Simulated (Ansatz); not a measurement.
# GaN: energy against strain

GaN (zinc blende, F-43m, 11.375 Å³/atom at rest, cube axes along x, y and z) under a strain ε along a cube axis (axis z), the other axes held. r2SCAN in Ansatz, a plane-wave DFT program (PAW, default set), 500 eV, 13×13×13 Γ-centred mesh, Fermi-Dirac smearing 0.05 eV; ions are relaxed within the symmetry of each cell.

Here s stands for strain and y for E less E0.

| strain (%) | E less E0 (meV/atom) |
|---|---|
| -1.50 | 2.29 |
| -1.00 | 1.02 |
| -0.50 | 0.26 |
| 0.00 | 0.00 |
| 0.50 | 0.25 |
| 1.00 | 1.01 |
| 1.50 | 2.26 |
| 3.00 | ? |

Problem. Using a parabola, estimate the missing y at s = 3.00 from the other rows, showing the fit.

Solution. Least squares gives y = 0.002 - 0.0086·s + 1.0105·s². Residuals (row less fit): 0.001, -0.001, 0.001, -0.002, 0.000, 0.006, -0.003; standard error 0.004 (degrees of freedom: 4). Twice the quadratic coefficient over the volume, 2 × 1.0105 meV × 10⁴ × 0.1602 / 11.375 Å³, is the elastic constant C11 = 285 ± 0.4 GPa. At the withheld row, y = 0.002 - 0.0086 × 3.0 + 1.0105 × 3.0² = 9.071 meV/atom. The calculation gives 8.94 meV/atom, 0.131 meV/atom below the prediction (1.5 % of the range of y in the table). The row lies outside the fitted rows, so this is an extrapolation. The fitted rows scatter only by rounding.

One order more, fitted to all 13 runs of the series, follows each within 0.01, so the miss is the next term of a smooth law. GaN is here a metastable form; wurtzite is the usual one. Rows are the converged runs of the series near zero and its far end; series whose fitted rows scatter by over a few per cent of the range, as at a crossing or softening among them, aren't shown in this form. Most that stay on the fit to the last digits aren't either.
